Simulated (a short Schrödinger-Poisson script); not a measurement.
# Gated In0.52Al0.48As/In0.53Ga0.47As δ-doped gas in a quantum well

Structure: gated In0.52Al0.48As/In0.53Ga0.47As δ-doped gas in a quantum well, at 77 K.

```
layer        material  thickness (nm)  Na (cm⁻³)
-----  --------------  --------------  ---------
1      In0.52Al0.48As              20          -
2      In0.52Al0.48As               5          -
3      In0.53Ga0.47As               6          -
4      In0.52Al0.48As            4000       2e14
```

The device is made up for the run: typed textbook-type constants, with dimensions and the other settings drawn at random. In0.52Al0.48As: permittivity 12.5, conduction-band edge (eV) 0.52, gap (eV) 1.45, electron mass (mₑ) 0.075, Nv at 300 K (cm⁻³) 1.1e19. In0.53Ga0.47As: permittivity 13.9, conduction-band edge (eV) 0, gap (eV) 0.74, Nv at 300 K (cm⁻³) 7.7e18.

Channel valleys (confinement mass, in-plane density-of-states mass, number): Γ 0.041, 0.041, 1. At the gate the conduction-band edge of layer 1 lies 0.65 eV − eVg above the Fermi level of the channel; the field vanishes at the back. Sheet of ionised δ-doping: +1.7e12 e/cm² at 20 nm from the gate. The barrier under the gate holds no holes. Gaps are held at their typed values at every temperature. Mesh 0.08 nm at interfaces.

From a short Schrödinger-Poisson script (our own, NumPy): 1D Poisson equation in equilibrium, electrons quantum, Hartree plus LDA exchange-correlation (BenDaniel-Duke, 40 states a valley, the channel's in-plane mass for all, wave functions free to enter the barrier), parabolic valleys, classical holes, full ionisation, no traps, pinning or gate leakage.

| Vg (V) | electrons (cm⁻²) | in the channel layer | C (μF/cm²) | Γ E0 (meV) | Γ E1 (meV) |
|---|---|---|---|---|---|
| 0.4 | 1.48e12 | 1.37e12 | 0.365 | -86.2 | 201.9 |
| 0.35 | 1.36e12 | 1.27e12 | 0.365 | -79.5 | 210.1 |
| 0.3 | 1.25e12 | 1.16e12 | 0.365 | -72.9 | 218.0 |
| 0.25 | 1.13e12 | 1.06e12 | 0.365 | -66.3 | 225.6 |
| 0.2 | 1.02e12 | 9.52e11 | 0.365 | -59.6 | 233.1 |
| 0.15 | 9.07e11 | 8.46e11 | 0.365 | -53.0 | 240.5 |
| 0.1 | 7.94e11 | 7.40e11 | 0.365 | -46.3 | 247.8 |
| 0.05 | 6.80e11 | 6.35e11 | 0.365 | -39.7 | 255.1 |
| 0 | 5.66e11 | 5.29e11 | 0.365 | -33.0 | 262.4 |
| -0.05 | 4.52e11 | 4.22e11 | 0.365 | -26.3 | 269.7 |
| -0.1 | 3.39e11 | 3.16e11 | 0.365 | -19.4 | 277.1 |
| -0.15 | 2.25e11 | 2.10e11 | 0.362 | -12.2 | 284.8 |
| -0.2 | 1.14e11 | 1.07e11 | 0.348 | -3.6 | 293.6 |
| -0.25 | 1.77e10 | 1.65e10 | 0.225 | 11.8 | 309.1 |
| -0.3 | 1.86e7 | 1.74e7 | 0.00486 | 57.9 | 354.5 |

Gate voltages with under 1e6 electrons/cm² are left out.

Subbands count from the Fermi level.
